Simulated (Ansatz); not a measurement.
# A computed series for TiAl3: response to strain

Take TiAl3 (space group I4/mmm, No. 139; a = 3.846 Å, c = 8.620 Å) as the base. Axes: x, y, z lie along a, b, c of the conventional cell.

Strains are applied to the cell and any free atomic positions relax; under biaxial strain the out-of-plane vector relaxes too.

All numbers come from PBE (Ansatz, a first-principles code), spin-orbit coupling left out.

Notes on the quantities. energy relative to the base: free energy F; pressure: mean of the normal stresses, compression positive.

```csv
variant,shortest interatomic distance,energy relative to the base,pressure
base,2.719 Å,0 meV/atom,0.0 GPa
"biaxial strain −2.43 %, plane normal [001], relaxed out of plane",2.653 Å,+16 meV/atom,4.8 GPa
"biaxial strain −1.20 %, plane normal [001], relaxed out of plane",2.687 Å,+3.9 meV/atom,2.2 GPa
"biaxial strain +0.28 %, plane normal [001], relaxed out of plane",2.727 Å,+0.2 meV/atom,-0.5 GPa
"biaxial strain +1.63 %, plane normal [001], relaxed out of plane",2.764 Å,+6.5 meV/atom,-2.6 GPa
"biaxial strain +1.91 %, plane normal [001], relaxed out of plane",2.771 Å,+8.9 meV/atom,-3.0 GPa
isotropic strain −1.20 %,2.687 Å,+7.1 meV/atom,4.1 GPa
isotropic strain −0.52 %,2.705 Å,+1.3 meV/atom,1.7 GPa
isotropic strain +0.59 %,2.735 Å,+1.6 meV/atom,-1.8 GPa
isotropic strain +5.00 %,2.855 Å,+102 meV/atom,-11.4 GPa
```

Without a gap, meshes like the base's 17×17×17 leave anisotropic stresses uncertain by several tenths of a GPa, and small strain energies with them. No phonon test of stability was made. The final runs are not spin-polarised.
